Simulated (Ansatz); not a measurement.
Worked example: relaxation of the atoms of Si (P3m1, 4 atoms in the cell) in Ansatz (a quantum-chemistry and plane-wave program).

Method: LDA (PW92), default PAW files made with PBE (plane waves; Ansatz).

The change in words: one atom moved by 0.15 angstrom; relax: default → atoms; relax.f_tol: default → 0.03 eV/Å. Reference geometry:
```xyz
4
Lattice="3.8122 0.0000 0.0000 -1.9061 3.3014 0.0000 0.0000 0.0000 6.3010" Properties=species:S:1:pos:R:3 pbc="T T T"
Si     0.0000     2.2010     0.3970
Si     1.9061     1.1005     5.9039
Si     1.9061     1.1005     3.5475
Si     0.0000     2.2010     2.7535
```

Reference input (self-consistent single point, DFT, LDA (PW92), plane waves, default PAW files made with PBE): basis.ecutwfc = 420 eV; kpoints.mp_grid.grid = 8 8 4; hamiltonian.xc = lda; hamiltonian.pseudopotentials = {kind: paw} (the program's default PAW files); scf.occupations.method = fermi_dirac; scf.occupations.width = 0.05 eV. This run's input differs from it in these lines:

```diff
@@ -7,3 +7,3 @@
   atoms:
-    - { symbol: Si, position: [0.333333, 0.666667, 0.063010] }
+    - { symbol: Si, position: [0.333333, 0.666667, 0.086816] }
     - { symbol: Si, position: [0.666667, 0.333333, 0.936990] }
@@ -24,2 +24,4 @@
     width: 0.05
+relax:
+  f_tol: 0.03
 output:
```

Output (repeated stretches shortened):

```
   [... SCF lines of the steps left out ...]
relax step   1: F+E_penalty+E_count = -2434.36176708 eV  Δ(F+E_penalty+E_count) = +0.000e0 eV  max|allowed force component| = 2.653e0 eV/Å  Δτ_max = 0.0000 Å  (6 SCF iters, dr2 threshold 2.25e-5 eV, accepted)
relax step   2: F+E_penalty+E_count = -2434.53476617 eV  Δ(F+E_penalty+E_count) = -1.730e-1 eV  max|allowed force component| = 6.471e-1 eV/Å  Δτ_max = 0.0928 Å  (6 SCF iters, dr2 threshold 1.00e-4 eV, accepted)
relax step   3: F+E_penalty+E_count = -2434.54918056 eV  Δ(F+E_penalty+E_count) = -1.441e-2 eV  max|allowed force component| = 4.510e-2 eV/Å  Δτ_max = 0.0277 Å  (4 SCF iters, dr2 threshold 2.62e-5 eV, accepted)
relax step   4: F+E_penalty+E_count = -2434.54929941 eV  Δ(F+E_penalty+E_count) = -1.188e-4 eV  max|allowed force component| = 1.425e-3 eV/Å  Δτ_max = 0.0018 Å  (5 SCF iters, accepted)
the relaxation is at rest under the 6 symmetry operations that the run kept from its start: a minimum is not shown …
Stability not checked: this state was not tested for a lower state beside it, because too few of the mixer's solves of this state at the end of the SCF gave a …
Free energy (F): -2434.549299 eV
Internal energy: -2434.548842 eV  (E = F + TS)
E sigma→0 (E₀):  -2434.549071 eV
Entropy (-TS):   -0.000457 eV (-0.114 meV/atom)
Fermi energy:    6.540603 eV
--- Forces (eV/Å), atoms counted from 1 ---
  atom   1  Si     0.00000000    -0.00000000    -0.00142500
   [... lines left out ...]
  atoms:
    - { symbol: Si, position: [0.33333333333333326, 0.6666666666666664, 0.06891477343800062] }
    - { symbol: Si, position: [0.6666666666666665, 0.3333333333333332, 0.9429887589270809] }
    - { symbol: Si, position: [0.6666666666666665, 0.3333333333333332, 0.5689065080791522] }
    - { symbol: Si, position: [0.33333333333333326, 0.6666666666666664, 0.44299595955576626] }
```

The run converged.  The full log also holds: “iter 4 did not close the SCF: its close was put off for the readings that it lacked (scf_convergence_deferred on its scf_iter line)”.

Summary of the result:
| Item | Result |
|---|---|
| Free energy E − TS (on the zero of these files) | -2434.5493 eV |
| Gap on the k-point mesh | 0.28 eV |
| Pressure | -0.67 GPa |
| Largest force (vector length) | 0.001 eV/Å |
| Relaxation steps | 4 |

The starting cell comes from a database of computed structures (which also holds hypothetical and non-ambient phases and stackings), without a prior relaxation at this level. Its lattice was rescaled by up to half a per cent. For this run, on top of that: one atom moved by 0.15 angstrom. The relaxation keeps the symmetry of its start, so its end need not be a minimum. Ansatz's pressure includes its estimate of the finite-basis (Pulay) stress.

Keys are those of Ansatz 0.2.
